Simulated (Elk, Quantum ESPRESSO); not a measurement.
An Elk input for a self-consistent single point of Si (Fd-3m, 2 atoms in the cell) (DFT, LDA (PW92), all-electron FP-LAPW, Elk's shipped species files, APW+lo basis with extra local orbitals):

```
tasks
  0

tforce
  .true.

rgkmax
  8.0

gmaxvr
  18.0

lmaxapw
  10

lmaxo
  8

nxlo
  2

lorbcnd
  .true.

lradstp
  2

nrmtscf
  2.0

rmtscf
  0.95

lmaxi
  4

swidth
  0.000734986

maxscl
  100

avec
    0.0000000000    5.1507527986    5.1507527986
    5.1507527986    0.0000000000    5.1507527986
    5.1507527986    5.1507527986    0.0000000000

atoms
  1
  'Si.in'
  2
  0.2500000000  0.2500000000  0.2500000000    0.0 0.0 0.0
  0.0000000000  0.0000000000  0.0000000000    0.0 0.0 0.0

ngridk
  8 8 8
```

Task: Translate this input to Quantum ESPRESSO.

Result: One input that does it (others would too):

```fortran
&CONTROL
    calculation = 'scf'
    prefix = 'si'
    outdir = './out'
    pseudo_dir = './'
    tprnfor = .true.
    tstress = .true.
/
&SYSTEM
    ibrav = 0
    nat = 2
    ntyp = 1
    ecutwfc = 35
    occupations = 'smearing'
    smearing = 'fermi-dirac'
    degauss = 0.00147
/
&ELECTRONS
    conv_thr = 1.0e-11
    mixing_beta = 0.3
/
ATOMIC_SPECIES
Si    28.0850  Si.upf
ATOMIC_POSITIONS {crystal}
Si    0.2500000000    0.2500000000    0.2500000000
Si    0.0000000000    0.0000000000    0.0000000000
K_POINTS {automatic}
8 8 8  0 0 0
CELL_PARAMETERS {bohr}
   0.0000000000     5.1507527986     5.1507527986
   5.1507527986     0.0000000000     5.1507527986
   5.1507527986     5.1507527986     0.0000000000
```

Basis, cutoffs, solver keys and any potentials are the target program's own. This input uses DFT, LDA (PW92), plane waves, PseudoDojo standard norm-conserving (LDA) pseudopotentials. LDA parametrisations can differ slightly between programs. Both were run: gap on the mesh 0.537 eV in Elk and 0.543 in Quantum ESPRESSO.

On Elk: the starting cell comes from a database of computed structures (which also holds hypothetical and non-ambient phases and stackings), without a prior relaxation at this level. Its lattice was rescaled by a random factor within 2.5 % of one. Values depend on the basis (sphere radii, cutoffs, local orbitals), which need not be converged.

On Quantum ESPRESSO: the starting cell comes from a database of computed structures (which also holds hypothetical and non-ambient phases and stackings), without a prior relaxation at this level. Its lattice was rescaled by a random factor within 2.5 % of one.
